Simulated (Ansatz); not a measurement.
Cl on the Nb site in bcc Nb (start: the Nb site; 54-site cell, 4×4×4 shifted sampling), host crystal and elements as references (Δμ(Nb) = 0.00 eV, Δμ(Cl) = 0.00 eV; Cl taken from its element, since no compound that bounds it was computed at this level; only phases computed here count, gases as isolated molecules at 0 K). Level of theory: PBE, PAW (plane waves to 420 eV; Ansatz, a quantum-chemistry and plane-wave program). In charge state 0 (not spin-polarised) the formation energy is 1.45 eV. The crystal has 5.51 × 10^22 Nb sites per cm³. Reference phases: bcc Nb, Cl2 molecule in a box. The relaxation kept the symmetry of the site.

Problem. Estimate the equilibrium concentration at 1300 K in the dilute limit, leaving out vibrational entropy and degeneracy.

Solution. kT = 0.1120 eV; c = N exp(−E_f / kT) = 5.51 × 10^22 × exp(−12.9) ≈ 1 × 10^17 cm^-3. An error of 0.2 eV in E_f moves this by a factor of 6.
